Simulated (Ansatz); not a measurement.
# MoSi₂ (space group I4/mmm, No. 139)

```cif
data_MoSi2
_chemical_formula_sum 'Mo1 Si2'
_space_group_name_H-M_alt 'P 1'
_space_group_IT_number 1
_cell_length_a 4.54648
_cell_length_b 4.54648
_cell_length_c 4.54648
_cell_angle_alpha 138.562
_cell_angle_beta 138.562
_cell_angle_gamma 60.043
loop_
_space_group_symop_operation_xyz
  'x, y, z'
loop_
_atom_site_label
_atom_site_type_symbol
_atom_site_fract_x
_atom_site_fract_y
_atom_site_fract_z
_atom_site_occupancy
Mo1 Mo 0.00000 0.00000 0.00000 1
Si1 Si 0.33511 0.33511 0.00000 1
Si2 Si 0.66489 0.66489 0.00000 1
```

Method: PBE/PAW in Ansatz (a program for electronic structure), scalar-relativistic without spin-orbit coupling. k-mesh 20×20×20 (Γ-centred); smearing 0.05 eV (Fermi–Dirac).

- Volume per atom: 13.58 Å³
- Density: 6.20 g/cm³
- Band gap: zero
- Total energy: -2076.375 eV/atom (σ→0; compares only within this code and set-up)

Stability against distortions was not tested. The final runs are not spin-polarised.
